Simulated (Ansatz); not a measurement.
## Point defect O interstitial started at a bond centre in silicon

The numbers are results of PBE, PAW (plane waves to 420 eV; Ansatz, a first-principles code), not measurements. A 2×2×2 supercell of 64 sites was used; the energies come from a 2×2×2 shifted sampling of its zone. Site at the start: bond centre of Si and Si, 2.37 Å. Finite-size correction: monopole term and site-potential alignment. Dielectric constants: PBE linear response of the host. Host gap at this level: 0.61 eV. These values are not converged in cell size to better than tenths of an eV. Levels are measured in PBE's own, too narrow, gap. Spin–orbit coupling is left out. Each state is the lowest found from its start.

Formation energies E_f are given with the Fermi level at the valence-band maximum. Chemical conditions: impurity bounded by its compound with the host (Δμ(O) = -4.17 eV, bounded by alpha cristobalite; only phases computed here count, gases as isolated molecules at 0 K). Reference phases: O: O2 molecule in a box.

The name describes the start; the neighbours show where the added atom ended.

| charge | moment (μB) | point group | largest move off a lattice site (Å) | neighbours of the added atom at the end (Å) | image correction with alignment (eV) | E_f, impurity bounded by its compound with the host (eV) |
|---|---|---|---|---|---|---|
| +1† | quenched | – | 0.42 | Si 1.63, Si 1.63 | 0.13 | – |
| 0 | not spin-polarised | C1 | 0.41 | Si 1.63, Si 1.63, Si 2.90, Si 2.98, Si 3.05 | 0.00 | 1.73 |
| −1† | quenched | – | 0.42 | Si 1.63, Si 1.64 | 0.05 | – |

† Not settled in this cell, so no level is given: charge +1: a level filled in part, carriers not clearly localised, level within 0.1 eV of a band edge or past it; charge −1: a level filled in part, carriers not clearly localised, level within 0.1 eV of a band edge or past it.

Point groups are those of the whole cell at tolerances of 0.03 and 0.1 Å ("near" where only the looser one holds); none is given for unsettled states.

Starting moments that weren't kept: charge +1 began with 1 μB and ended with 0.0; charge −1 began with 1 μB and ended with 0.0.

Flagged in the runs: a doubtful potential alignment, a strain field that reaches the edge of the cell.
